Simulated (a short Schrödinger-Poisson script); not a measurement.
## MOS inversion layer, SiO2 on p-type Ge(100)

System: MOS inversion layer, SiO2 on p-type Ge(100), at 300 K.

```csv
layer,material,thickness (nm),Na (cm⁻³)
1,SiO2,3.1,-
2,Ge,690,3.6e17
```

The device is made up for the run: typed textbook-type constants, with dimensions and the other settings drawn at random. SiO2: permittivity 3.9, conduction-band edge (eV) 3.1, gap (eV) 9, electron mass (mₑ) 0.5. Ge: permittivity 16, conduction-band edge (eV) 0, gap (eV) 0.664, Nv at 300 K (cm⁻³) 6e18.

Channel valleys (confinement mass, in-plane density-of-states mass, number): L4 0.12, 0.295, 4. At the gate the conduction-band edge of layer 1 lies 3.36 eV − eVg above the Fermi level of the channel; the field vanishes at the back. Gaps are held at their typed values at every temperature. Mesh 0.03 nm at interfaces.

Solved with a short Schrödinger-Poisson script written for these runs: 1D Poisson equation in equilibrium, electrons quantum, Hartree (BenDaniel-Duke, 12 states a valley, the channel's in-plane mass for all, wave functions free to enter the dielectric), parabolic valleys, classical holes, full ionisation, no traps, pinning or gate leakage.

```csv
Vg (V),electrons (cm⁻²),C (μF/cm²),L4 E0 (meV),L4 E1 (meV)
0.1,1.74e6,0.305,413.2,471.4
0.2,2.06e7,0.275,347.2,413.3
0.3,2.93e8,0.254,277.8,350.5
0.4,4.60e9,0.250,206.3,284.8
0.5,6.08e10,0.386,139.2,222.8
0.6,3.18e11,0.659,96.0,183.9
0.7,7.45e11,0.792,73.5,165.0
0.8,1.24e12,0.853,59.6,154.4
0.9,1.78e12,0.888,49.8,147.7
1,2.34e12,0.910,42.1,143.0
1.1,2.91e12,0.926,35.8,139.5
1.2,3.49e12,0.938,30.5,136.8
1.3,4.07e12,0.948,25.8,134.7
1.4,4.67e12,0.956,21.6,133.0
1.5,5.27e12,0.963,17.8,131.7
1.6,5.87e12,0.970,14.3,130.5
1.7,6.48e12,0.975,11.1,129.6
1.8,7.09e12,0.979,8.1,128.8
1.9,7.70e12,0.984,5.2,128.1
2,8.32e12,0.987,2.6,127.5
```

Gate voltages with under 1e6 electrons/cm² are left out.

Subbands count from the Fermi level.

Only the L valleys are kept; under strong confinement the Δ valleys of Ge fill too.
